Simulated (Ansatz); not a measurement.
**3C silicon carbide: the defect Al on the Si site + 1 H**

These are PBE, PAW (plane waves to 420 eV; Ansatz, a first-principles code) values and carry that method's errors. Cell and caveats: 64-site cell; 2×2×2 shifted k-points; start: the Si site; H antibonding at the neighbour; not converged in cell size.

Neighbours after relaxation, in Å: of the Al atom: C 1.97, C 1.97, C 1.97, C 2.08; of the H atom: C 1.11, Si 2.00, Si 2.00, Si 2.00, C 2.19, C 2.19, C 2.19.

Formation energies E_f are those of the neutral cell. Chemical conditions: C-rich (Δμ(Si) = -0.41 eV, Δμ(H) = -0.32 eV, Δμ(Al) = -0.16 eV, bounded by CH4 molecule, Al4C3 (R-3m); only phases computed here count, gases as isolated molecules at 0 K). Reference phases: Al: fcc Al, H: H2 molecule in a box, Si: silicon.

| charge | moment (μB) | largest move off a lattice site (Å) | E_f, C-rich (eV) |
|---|---|---|---|
| 0 | not spin-polarised | 0.18 | 1.97 |

No other site or start that was run ended lower by more than 0.1 eV.
